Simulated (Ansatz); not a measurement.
Structures of equal composition on the (000-1) surface of wurtzite GaN (N plane on top): 2x2 Ga adatom at H3; 2x2 Ga adatom at T1; 2x2 Ga adatom at T4. The slabs share one bottom face, and each structure is named by its start. These are constructed structures in small cells; real faces may alloy, dewet or reconstruct in larger ones, and not all known structures of the face are among them. Slabs of about 14 Å with all that they carry, Fermi-Dirac smearing of 0.025 eV. Bottom of the slabs: H caps. Relaxed from the named starts with such symmetry as they have, on meshes of like density; energies extrapolated to zero smearing; no spin-orbit coupling, no U. Spin-polarised runs, if any, are marked in brackets, and their order is one that fits the cell; the others ran without spin. Where a second, spin-polarised start was run, the lower counts.

Host crystal: wurtzite GaN, with a band gap (PBE, scalar-relativistic without spin-orbit coupling).

Computed with PBE (plane waves to 420 eV, PAW; Ansatz, a quantum-chemistry and plane-wave program).

Q: Rank these by energy per 1x1 cell (lowest first), as PBE gives it.

A: 2x2 Ga adatom at H3 (0.000 eV, gap 0.64 eV on the mesh), 2x2 Ga adatom at T4 (0.212 eV (3 Ga–N bonds formed), gap 0.32 eV on the mesh), 2x2 Ga adatom at T1 (0.341 eV [spin, 2.0 μB a cell], no gap over 0.04 eV on the mesh)
